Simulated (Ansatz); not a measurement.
**Nb: response to strain**

Base system: Nb in the bcc (W type) structure (space group Im-3m, No. 229; a = 3.3027 Å). Axes: x, y, z lie along the cube axes.

Strains are applied to the cell and any free atomic positions relax.

Calculations: r2SCAN in Ansatz (plane waves to 500 eV, PAW, no spin-orbit coupling).

Candidates:
(a) tensor shear ε_xy = −0.75 %
(b) isotropic strain −1.16 %
(c) uniaxial strain ε_zz = +1.09 %

Notes on the quantities. energy relative to the base: free energy F.

Q: Order them by energy relative to the base, highest first.

A: (b) isotropic strain −1.16 % (+12 meV/atom), (c) uniaxial strain ε_zz = +1.09 % (+1.6 meV/atom), (a) tensor shear ε_xy = −0.75 % (+0.2 meV/atom)

Without a gap, meshes like the base's 20×20×20 leave anisotropic stresses uncertain by several tenths of a GPa, and small strain energies with them. Whether these cells are dynamically stable was not tested. The final runs are not spin-polarised.

Ansatz is a first-principles code.
